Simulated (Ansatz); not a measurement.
Defect migration in polar orthorhombic HfO2: N-vacancy pair (N on one host O site, one O site vacant), charge state +1. The step: N and the vacancy change places (N-vacancy distance between ideal sites 2.73 Å throughout); the atom moves 2.10 Å along (-0.39, 0.08, 0.04) of the unit cell; the moving atom starts with neighbours Hf at 2.09, Hf at 2.12, Hf at 2.18, Hf at 2.66; 2 O at 2.66, O at 2.72 Å and ends with Hf at 2.00, Hf at 2.07, Hf at 2.14 Å. DFT values are from Ansatz (plane-wave PAW, 420 eV unless said) in a cell of 96 host sites, spin-restricted, static, with no finite-size correction. The host's phase is taken as given; its stability against other phases was not computed. The charge state is imposed; whether it is stable for some Fermi level was not computed. Forms of the defect that were not tried may lie lower. The start lies 0.29 eV above the lowest site run (PBE). For the PBE band: the saddle point's order was not checked.

```json
[
 {"Level": "CHGNet universal potential (has no charge state), its own band", "Forward barrier (eV)": "0.94", "Cost of the band or of the saddle's single point": "-"},
 {"Level": "PBE, the Γ point alone, band relaxed", "Forward barrier (eV)": "1.01", "Cost of the band or of the saddle's single point": "about 60 core-minutes (a rough figure)"},
 {"Level": "PBE, a 2×2×2 k-point mesh shifted by half a step, same geometries", "Forward barrier (eV)": "1.02", "Cost of the band or of the saddle's single point": "around 19 core-minutes (rough)"},
 {"Level": "r2SCAN at 500 eV, the Γ point alone, same geometries", "Forward barrier (eV)": "[?]", "Cost of the band or of the saddle's single point": "very roughly 4 core-minutes"}
]
```

Question: What belongs in the gaps?

Answer: 
- r2SCAN at 500 eV, the Γ point alone, same geometries, Forward barrier (eV): 1.06

Ansatz is a program for electronic structure.
